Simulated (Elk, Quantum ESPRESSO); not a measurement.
An Elk input for a self-consistent single point of Y (P6_3/mmc, 2 atoms in the cell) (DFT, PBE, all-electron FP-LAPW, Elk's shipped species files, APW+lo basis with extra local orbitals):

```
tasks
  0

xctype
  20

tforce
  .true.

rgkmax
  8.0

gmaxvr
  18.0

lmaxapw
  10

lmaxo
  8

nxlo
  2

lorbcnd
  .true.

lradstp
  2

nrmtscf
  2.0

lmaxi
  4

stype
  3

swidth
  0.00367493

avec
    3.3797752452   -5.8539424428    0.0000000000
    3.3797752452    5.8539424428    0.0000000000
    0.0000000000    0.0000000000   10.6115680802

atoms
  1   : nspecies
  'Y.in'   : spfname
  2   : natoms; atposl, bfcmt below
  0.3333333333  0.6666666667  0.2500000000    0.0 0.0 0.0
  0.6666666667  0.3333333333  0.7500000000    0.0 0.0 0.0

ngridk
  10 10 6
```

Write the same calculation as an input for Quantum ESPRESSO.

This is the input that was run; spellings and numerical settings could be chosen otherwise.

```fortran
&CONTROL
  calculation = 'scf'
  prefix = 'run'
  outdir = './tmp'
  pseudo_dir = './'
  tprnfor = .true.
  tstress = .true.
/
&SYSTEM
  ibrav = 0
  nat = 2
  ntyp = 1
  ecutwfc = 45
  ecutrho = 315
  occupations = 'smearing'
  smearing = 'fd'
  degauss = 0.0073499
/
&ELECTRONS
  conv_thr = 1.0d-10
/
ATOMIC_SPECIES
Y     88.9058  Y.pbe-spn-rrkjus_psl.1.0.0.UPF
ATOMIC_POSITIONS {crystal}
Y     0.333333333    0.666666667    0.250000000
Y     0.666666667    0.333333333    0.750000000
K_POINTS {automatic}
10 10 6  0 0 0
CELL_PARAMETERS {angstrom}
   1.788500038    -3.097772935     0.000000000
   1.788500038     3.097772935     0.000000000
   0.000000000     0.000000000     5.615400000
```

Basis, cutoffs, solver keys and any potentials are the target program's own. This input uses DFT, PBE, plane waves, PSlibrary ultrasoft (PBE) pseudopotentials.

The starting cell has typed, rounded lattice constants, without a prior relaxation at this level. For this run, on top of that: lattice scaled by 0.98.
